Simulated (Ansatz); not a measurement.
The starting structures come from a database of crystals and need not be the phases stable at ambient conditions.

By PBEsol, the system below comes out a metal.

Crystal: W₂C (P-3m1, not sure to be the ambient phase, 3 atoms a cell, 12.7 Å³ an atom, -10 GPa at this level); planes in its conventional cell.

Computed with PBEsol (plane waves, PAW; Ansatz, a first-principles code).

Ballistic conductance counts the channels of both spins, as a mean over 0.1 eV about the Fermi level; spin-orbit coupling is left out.

| plane | area (Å²) | G/A (10¹⁵ S/m²) |
|---|---|---|
| (100) | 14.4 | 0.93 |
| (110) | 24.9 | ? |
| (001) | 8.2 | ? |

Q: Fill in the missing entries.

A: 
- (110), G/A (10¹⁵ S/m²): 0.94
- (001), G/A (10¹⁵ S/m²): 1.1
